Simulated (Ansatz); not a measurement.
Mg on the Si site in 4H silicon carbide (start: the Si(k) site; 96-site cell, 2×2×2 shifted sampling). Calculation: PBE, PAW (plane waves to 420 eV; Ansatz, a first-principles code). Total energies of the localised charge states, counted from that of charge 0, and their image corrections (point charge with alignment); the host's valence-band maximum lies at 9.362 eV on the cells' energy zero and its gap is 2.23 eV.

```csv
charge,moment (μB),E − E(first) (eV),correction (eV)
0,"0 in all, 0.19 on one atom",0.000,0.000
−1,1.0,9.464,0.195
−2,not spin-polarised,19.203,0.728
```

Question: Derive the transition levels above the valence-band maximum and say which of them are thermodynamic.

Answer: A level is the Fermi energy at which two charges have equal formation energy: ε(q/q′) = [E(q′) + corr(q′) − E(q) − corr(q)] / (q − q′) − E_VBM.
ε(0/−1) = [(9.464 + 0.195) − (0.000 + 0.000)] / 1 − 9.362 = 0.30 eV
ε(−1/−2) = [(19.203 + 0.728) − (9.464 + 0.195)] / 1 − 9.362 = 0.91 eV
Thermodynamic levels at least 0.1 eV inside the gap: (0/−1) at 0.30 eV; (−1/−2) at 0.91 eV. They hold to tenths of an eV in this cell. Only the charges listed were compared. Charge +1 has its level within 0.1 eV of a band edge or past it. Flagged in the runs: a host whose relaxation on this sampling wasn't shown to rest.
